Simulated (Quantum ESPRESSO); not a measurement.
**How a calculation on SrMg₆Cd (Amm2, 8 atoms in the cell) responds to its settings**

```
SrMg6Cd
1.0
    5.24693     0.00000     0.00000
    0.00000     3.34142     5.93863
    0.00000    -3.34142     5.93863
Sr Mg Cd
1 6 1
Direct
  0.50000   0.16873   0.16873
  0.50000   0.66262   0.17522
  0.50000   0.17522   0.66262
  0.00000   0.81577   0.34291
  0.00000   0.34291   0.81577
  0.00000   0.34189   0.34189
  0.00000   0.83225   0.83225
  0.50000   0.66061   0.66061
```

Base run A: PBEsol, SSSP 1.1.2 efficiency (PBE) pseudopotentials run with Quantum ESPRESSO 7.5, self-consistent single point.

Its settings: ecutwfc = 45 Ry; ecutrho = 360 Ry; occupations = smearing; smearing = fermi-dirac; degauss = 0.0073499 Ry; input_dft = pbesol; K_POINTS = automatic 4 3 3 1 1 1; conv_thr = 1e-09 Ry; mixing_beta = 0.3.

The starting cell comes from a database of computed structures (which also holds hypothetical and non-ambient phases and stackings), without a prior relaxation at this level.

Runs:
- B: input_dft: pbesol → wc [Wu-Cohen GGA]
- C: input_dft: pbesol → vdw-df [vdW-DF]
- D: input_dft: pbesol → vdw-df2 [vdW-DF2]
- E: input_dft: pbesol → vdw-df-cx [vdW-DF-cx]
- F: input_dft: pbesol → vdw-df-obk8 [optB88-vdW]
- G: input_dft: pbesol → vdw-df-ob86 [optB86b-vdW]
- H: input_dft: pbesol → vdw-df2-b86r [rev-vdW-DF2]

| run | pressure (GPa) | largest force (eV/Å) |
|---|---|---|
| A | -1.29 | 0.072 |
| B | -1.21 | 0.073 |
| C | 0.96 | 0.071 |
| D | 0.84 | 0.111 |
| E | -0.64 | 0.059 |
| F | -0.36 | 0.059 |
| G | -0.63 | 0.057 |
| H | -0.64 | 0.056 |

Run G against A: The pressure goes from -1.29 to -0.63 GPa and the largest force goes from 0.072 to 0.057 eV/Å.

Run D against A: The pressure goes from -1.29 to 0.84 GPa and the largest force goes from 0.072 to 0.111 eV/Å.

Left out of this page: 2 runs of the series held back from this collection.
